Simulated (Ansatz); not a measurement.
Amorphous Si24O49Ag2, 75 atoms at 2.45 g/cm³, one PBE-relaxed geometry, zone centre. Methods: PBE, scalar-relativistic without spin-orbit coupling (Ansatz, a first-principles code); r2SCAN, scalar-relativistic without spin-orbit coupling (Ansatz); HSE06, scalar-relativistic without spin-orbit coupling (Ansatz). Plane waves to 420 eV (r2SCAN 500 eV); exact exchange is cut at the cell's faces. At PBE the levels at both edges of the gap are localised (band-tail or defect states), and the nearest spread-out levels lie 5.7 eV apart at the zone centre. All rungs ran without spin polarisation.

Preparation: random packing, a CHGNet melt and quench, and a DFT relaxation. O atoms were pushed apart under 1.9 Å during the dynamics, to hinder bonds among them. The hot cell started wider than the set density and was brought back towards it in steps. It is the lowest in DFT energy of 2 quenches. It is a model cell: composition and starting density were chosen by hand, and all elements were melted together. No dispersion term was used. Its density started from a set value of 2.45 and ended at 2.45 g/cm³. The simulated quench (nominally 400 K/ps over its main leg) is rapid and tends to freeze in more defects than a deposited or slowly cooled glass has. Values belong to this one cell and scatter from quench to quench. The volume was held where the preparation left it and the shape relaxed, at a PBE pressure of -1.1 GPa (tension). Stress components on the final sampling reach 1.1 GPa.

The relaxation ran on the zone centre alone. At PBE the gap between localised states is 2.71 eV on a 2×2×2 Γ-centred mesh, and the spacing at the zone centre alone 2.73 eV.

**Question.** What zone-centre spacing does r2SCAN give, roughly?

**Answer.** 3.09 eV (+0.36 eV against PBE).

**Question.** What zone-centre spacing does HSE06 give, roughly?

**Answer.** 4.14 eV (+1.41 eV against PBE).

The highest filled and the lowest empty state spread over these numbers of atoms (participation numbers): PBE: 3.2 and 5.0; r2SCAN: 2.9 and 4.7; HSE06: 2.6 and 5.0.
